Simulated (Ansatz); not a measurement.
Take Sn in the diamond structure (space group Fd-3m, No. 227; a = 6.5402 Å; relaxed with 0.1 eV smearing) as the base.

Computed with Ansatz (a program for electronic structure) PBEsol, scalar-relativistic without spin-orbit coupling.

Base values:

```
Property    Value
--------  -------
Pressure  0.0 GPa
Band gap     zero
```

It is then changed as follows: every lattice vector is shortened by 1.00 %; the atoms relax in the strained cell.

Question: How does this affect the energy relative to the base?

Answer: The energy goes up by 4.3 meV/atom.

Question: What happens to the pressure?

Answer: The pressure goes from zero to 1.4 GPa.

Question: What happens to the band gap?

Answer: The band gap is still zero.

No phonon test of stability was made.
